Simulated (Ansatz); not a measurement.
Take WSi2 (space group I4/mmm, No. 139; a = 3.202 Å, c = 7.818 Å; relaxed with 0.1 eV smearing) as the base. Axes: x, y, z lie along a, b, c of the conventional cell.

The values are results of Kohn–Sham DFT with the PBEsol functional, run in Ansatz (a first-principles code) with PAW and 420 eV plane waves, no SOC, not measurements.

It is then changed as follows: a pure shear with ε_xz = ε_zx = 0.0143, atoms relaxed at fixed cell.

### Question
Predict the new stress.

### Answer
The stress (xx, yy, zz, yz, xz, xy; compression positive) is (0.2, 0.2, 0.2, 0.0, -6.0, 0.0) GPa.

### Question
How does this affect the energy relative to the base?

### Answer
The energy rises by 7.2 meV/atom.

The cells carry an imposed strain or load. Stability against distortions was not tested. The final runs are not spin-polarised.
